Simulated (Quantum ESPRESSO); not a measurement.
Quantum ESPRESSO run on AlGaN₂ (P3m1, 4 atoms in the cell): self-consistent single point.

Computed with LDA (PZ), GBRV 1.5 ultrasoft (LDA) pseudopotentials (plane waves; Quantum ESPRESSO).

The change in words: lattice scaled by 0.98. Reference geometry:
```
CELL_PARAMETERS angstrom
      3.12955     0.00000     0.00000
     -1.56478     2.71027     0.00000
      0.00000     0.00000     5.07141
ATOMIC_POSITIONS crystal
  Al 0.00000 0.00000 0.00912
  Ga 0.66667 0.33333 0.49717
  N  0.66667 0.33333 0.11180
  N  0.00000 0.00000 0.62816
```

Reference input (self-consistent single point, DFT, LDA (PZ), plane waves, GBRV 1.5 ultrasoft (LDA) pseudopotentials): ecutwfc = 50 Ry; ecutrho = 250 Ry; occupations = fixed; potentials = {Al: al_lda_v1.uspp.F.UPF, Ga: ga_lda_v1.4.uspp.F.UPF, N: n_lda_v1.2.uspp.F.UPF}; K_POINTS = automatic 7 7 3 0 0 0; nbnd = 24; conv_thr = 1e-10 Ry. This run's input differs from it in these lines:

```diff
@@ -26,10 +26,10 @@
 CELL_PARAMETERS angstrom
-   3.129553846     0.000000000     0.000000000
-  -1.564776923     2.710273133     0.000000000
-   0.000000000     0.000000000     5.071406000
+   3.066963075     0.000000000     0.000000000
+  -1.533481537     2.656067935     0.000000000
+   0.000000000     0.000000000     4.969978000
 ATOMIC_POSITIONS alat
-Al    0.000000000    0.000000000    1.635265729
-Ga    0.500000000    0.288675135    0.805658265
-N     0.500000000    0.288675135    0.181170614
-N     0.000000000    0.000000000    1.017926053
+Al    0.000000000    0.000000000    1.635265605
+Ga    0.500000000    0.288675135    0.805658204
+N     0.500000000    0.288675135    0.181170600
+N     0.000000000    0.000000000    1.017925976
 K_POINTS automatic
```

Output, abridged:

```
     Self-consistent Calculation

     iteration #  1     ecut=    50.00 Ry     beta= 0.70

---- Real-time Memory Report at c_bands before calling an iterative solver
           104 MiB given to the printing process from OS
            32 MiB allocation reported by mallinfo(arena+hblkhd)
------------------

     total energy              =    -460.18590251 Ry
     estimated scf accuracy    <       3.57215568 Ry

     iteration #  2     ecut=    50.00 Ry     beta= 0.70

---- Real-time Memory Report at c_bands before calling an iterative solver
           136 MiB given to the printing process from OS
   [... lines left out ...]

---- Real-time Memory Report at c_bands before calling an iterative solver
           140 MiB given to the printing process from OS
            55 MiB allocation reported by mallinfo(arena+hblkhd)
------------------

     total energy              =    -462.22955398 Ry
     estimated scf accuracy    <          4.9E-10 Ry

     iteration # 11     ecut=    50.00 Ry     beta= 0.70

---- Real-time Memory Report at c_bands before calling an iterative solver
           140 MiB given to the printing process from OS
            55 MiB allocation reported by mallinfo(arena+hblkhd)
------------------
     End of self-consistent calculation

     highest occupied, lowest unoccupied level (ev):    10.0214   13.3929

!    total energy              =    -462.22955398 Ry
     estimated scf accuracy    <          4.5E-11 Ry

     convergence has been achieved in  11 iterations

     Forces acting on atoms (cartesian axes, Ry/au):

     atom    1 type  1   force =     0.00000000    0.00000000   -0.04109871
     atom    2 type  2   force =     0.00000000    0.00000000    0.01523737
     atom    3 type  3   force =     0.00000000    0.00000000    0.01550750
     atom    4 type  3   force =     0.00000000   -0.00000000    0.01035384

     Total force =     0.047634     Total SCF correction =     0.000048

          total   stress  (Ry/bohr**3)                   (kbar)     P=      124.53
   0.00094604  -0.00000000   0.00000000          139.17       -0.00        0.00
  -0.00000000   0.00094604   0.00000000           -0.00      139.17        0.00
   0.00000000   0.00000000   0.00064744            0.00        0.00       95.24

   JOB DONE.
```

The run converged in 11 iterations. Against the reference run the free energy goes up by 21.7 meV/atom, the pressure goes from -1.43 to 12.45 GPa, the largest force goes from 0.980 to 1.057 eV/Å and the gap on the mesh goes from 2.931 to 3.372 eV.

The starting cell comes from a database of computed structures (which also holds hypothetical and non-ambient phases and stackings), without a prior relaxation at this level. Its lattice was rescaled by up to half a per cent. One atom was moved a little off its site on purpose. For this run, on top of that: lattice scaled by 0.98. With a pressure of about 12 GPa the cell is away from its equilibrium volume at this level. Forces in this geometry exceed 1 eV/Å.
